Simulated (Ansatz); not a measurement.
# TiO2 (Pbcn, No. 60, 12 atoms in the cell; start mp-1439; high-pressure phase)

Method: LDA in Ansatz (PAW).

Run with plane-wave cutoff 520 eV, 8×6×8 k mesh (along the axes of the cell as run), Fermi–Dirac smearing 0.01 eV, no spin polarisation, scalar-relativistic PAW data made under PBE.

Cell (relaxed at this level):

```yaml
crystal:
  lattice:
    - [4.49989, 0.00000, 0.00000]
    - [0.00000, 5.44030, 0.00000]
    - [0.00000, 0.00000, 4.84191]
  atoms:
    - { symbol: Ti, position: [0.50000, 0.67400, 0.75000] }
    - { symbol: Ti, position: [0.50000, 0.32600, 0.25000] }
    - { symbol: Ti, position: [0.00000, 0.82600, 0.25000] }
    - { symbol: Ti, position: [0.00000, 0.17400, 0.75000] }
    - { symbol: O, position: [0.72836, 0.61765, 0.08145] }
    - { symbol: O, position: [0.27164, 0.38235, 0.91855] }
    - { symbol: O, position: [0.77164, 0.88235, 0.58145] }
    - { symbol: O, position: [0.22836, 0.11765, 0.41855] }
    - { symbol: O, position: [0.22836, 0.88235, 0.91855] }
    - { symbol: O, position: [0.77164, 0.11765, 0.08145] }
    - { symbol: O, position: [0.27164, 0.61765, 0.41855] }
    - { symbol: O, position: [0.72836, 0.38235, 0.58145] }
```

```json
{
 "band_gap": "2.68 eV (indirect)",
 "smallest_direct_gap_on_the_k_points_sampled": "2.74 eV"
}
```

A start named mp-… is a Materials Project structure, which need not be a measured phase.

Ansatz is a first-principles code.
